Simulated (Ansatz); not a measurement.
**Input and output of a self-consistent single point for Sr (P-62m, 3 atoms in the cell) (Ansatz, an electronic-structure program)**

Method of the run: LDA (PW92), default PAW files made with PBE (plane waves; Ansatz).

The input file:

Ansatz 0.2 input:
```yaml
crystal:
  lattice:
    - [7.030620, 0.000000, 0.000000]
    - [-3.515310, 6.088696, 0.000000]
    - [0.000000, 0.000000, 3.797547]
  atoms:
    - { symbol: Sr, position: [0.000000, 0.665780, 0.000000] }
    - { symbol: Sr, position: [0.665780, 0.000000, 0.000000] }
    - { symbol: Sr, position: [0.334220, 0.334220, 0.000000] }
basis:
  ecutwfc: 30.9 Ry
kpoints:
  mp_grid:
    grid: [6, 6, 9]
hamiltonian:
  xc: lda
  pseudopotentials:
    kind: paw
scf:
  occupations:
    method: gaussian
    width: 0.0073 Ry
output:
  forces: true
  eigenvalues: true
  stress: true
```

Output, abridged:

```
WARN ansatz: RAYON_NUM_THREADS=1 ignored (pool sized by the plan → 1); use --threads N
Pseudopotentials: kind: paw
Pseudopotential: Sr, paw, valence charge 10
Crystal: 3 atoms, lattice volume = 162.563 Å³
Basis set: ecut = 420.4159175005146 eV, 3223 PW (Γ)
Bands: 19, of which v1, the nominal top of the filled ones, is band 15 counted from 1 (14 counted from 0)
Symmetry: 12 space group operations
Space group: P-62m (ITA 189), of the structure as read, at distance tolerance 5.5e-5 Å
k-points: 35 of 324 (time reversal used)
PAW frozen core: Sr, regenerated for the run's functional, and the local potential with it
Initial density: superposition of atomic densities (neutral atoms: chi_scale 0, normalization atom), corrected by the library's trained network
Initial wavefunctions: pseudopotential atomic-orbital guess
Eigensolver: davidson
Functional: x = slater, c = lda
SCF iter   1: F=—  HF=-10332.230424 eV  |F-HF|=—  |Δ(HF+E_count)|=         —  Δρ=3.55e-3  dr2=9.57e-3  ethr=1.77e-3  ⟨swp⟩=9.0  Hψ=8793  notcnv=0
all-band conjugate gradients solve this SCF's bands
automatic band count: the SCF goes on with 23 bands, as 19 were too few: the levels above may hold too much charge
preconditioner: auto → Kerker (q_TF=auto, 2.059 Å⁻¹)
SCF iter   2: F=—  HF=-10332.229786 eV  |F-HF|=—  |Δ(HF+E_count)|=   6.38e-4  Δρ=1.82e-3  dr2=3.66e-3  ethr=3.19e-5  ⟨swp⟩=2.2  Hψ=1433  notcnv=0
SCF iter   3: F=—  HF=-10332.229806 eV  |F-HF|=—  |Δ(HF+E_count)|=   2.05e-5  Δρ=3.17e-4  dr2=2.34e-4  ethr=1.22e-5  ⟨swp⟩=2.0  Hψ=1262  notcnv=0
SCF iter   4: F=—  HF=-10332.229799 eV  |F-HF|=—  |Δ(HF+E_count)|=   6.90e-6  Δρ=8.83e-5  dr2=1.85e-5  ethr=7.81e-7  ⟨swp⟩=1.0  Hψ=748  notcnv=0
SCF iter   5: F=—  HF=-10332.229801 eV  |F-HF|=—  |Δ(HF+E_count)|=   1.43e-6  Δρ=4.40e-5  dr2=3.28e-6  ethr=6.17e-8  ⟨swp⟩=2.3  Hψ=1123  notcnv=0
SCF iter   6: F=-10332.229800 eV  HF=-10332.229800 eV  |F-HF|=7.61e-9  |Δ(HF+E_count)|=   9.15e-7  Δρ=4.27e-6  dr2=4.69e-8  ethr=3.33e-10  ⟨swp⟩=9.3  Hψ=5042  notcnv=0
SCF 1 converged in 6 iterations: F = -10332.229800 eV  dr2 = 4.69e-8
SCF converged after 6 iterations
Free energy (F): -10332.229800 eV
Harris-Foulkes:  -10332.229800 eV  (|F-HF|=7.61e-9)
Internal energy: -10332.204276 eV  (E = F + TS)
E sigma→0 (E₀):  -10332.217038 eV
Entropy (-TS):   -0.025524 eV (-8.508 meV/atom)
Fermi energy:    4.893505 eV
--- Per-component energies (eV) ---
  E_band       = -414.157426
  E_kinetic    = 725.328659
  E_local      = -2340.720986  (includes V_loc(G=0)·N_el)
  E_nonlocal   = 620.788510
  E_hartree    = 593.390149
  E_xc         = -507.553728
  E_vxc        = -476.039083  (∫ρ·V_xc dr)
  E_paw        = -7791.496873  (= ΣΔE_a)
  E_vpaw       = -130.288224  (= ΣTr[D̂ρ^β])
  E_aug_tail   = -0.000005  (compensation charges beyond the density's cutoff)
  E_ewald      = -1632.822409
  E_core_change = 0.882406  (= ΣΔE_core)
  E_smearing   = -0.025524  (= −TS)
  E_closure    = -0.000000  (closes the sum)
  Σ components = -10332.229800   (vs F -10332.229800, Δ=0.00e0)
--- Forces (eV/Å), atoms counted from 1 ---
  atom   1  Sr    -0.00628463     0.01088530     0.00000000
  atom   2  Sr     0.01256926     0.00000000     0.00000000
  atom   3  Sr    -0.00628463    -0.01088530     0.00000000
  max |Σ_I F_I| component: 1.73e-18 eV/Å
--- Stress (GPa, compression-positive) ---
       -1.186326       0.000000       0.000000
        0.000000      -1.186326       0.000000
        0.000000       0.000000      -0.913871
  P = ⅓ Tr σ = -1.0955 GPa (-10.955 kbar)
  The stress holds the Pulay correction. Without it, at fixed plane waves, as pw.x and ABINIT print it: P = -1.0974 GPa
--- Band table (eV; the first three rows and the last of 35) ---
  k-point 0: bands = ["-31.7002", "-31.6790", "-31.6790", "-13.7699", "-13.7677", "-13.7677", "-13.7655", "-13.5892", "-13.5892", "-13.5532", "-13.5225", "-13.5225", "1.2955", "5.0124", "5.0124", "5.0125", "5.0129", "5.0525", "5.0525", "5.5665", [...]
  k-point 1: bands = ["-31.6977", "-31.6765", "-31.6765", "-13.7655", "-13.7633", "-13.7633", "-13.7611", "-13.5927", "-13.5859", "-13.5859", "-13.5596", "-13.5596", "1.4601", "5.0470", "5.0476", "5.0476", "5.0483", "5.3404", "5.3404", "5.6429", [...]
  k-point 2: bands = ["-31.6912", "-31.6702", "-31.6702", "-13.7543", "-13.7521", "-13.7521", "-13.7499", "-13.6910", "-13.6522", "-13.6522", "-13.5774", "-13.5774", "1.9218", "5.1353", "5.1384", "5.1384", "5.1416", "5.7246", "6.1677", "6.1677", [...]
  k-point 34: bands = ["-31.6654", "-31.6654", "-31.6650", "-13.8372", "-13.8372", "-13.8366", "-13.7449", "-13.7449", "-13.7428", "-13.6048", "-13.6048", "-13.6048", "4.4200", "4.4200", "4.4261", "5.1274", "5.1274", "5.1373", "6.8329", "6.8329", [...]
```

The run converged in 6 iterations.

The starting cell comes from a database of computed structures (which also holds hypothetical and non-ambient phases and stackings), without a prior relaxation at this level. Its lattice was rescaled by up to half a per cent. Ansatz's pressure includes its estimate of the finite-basis (Pulay) stress.
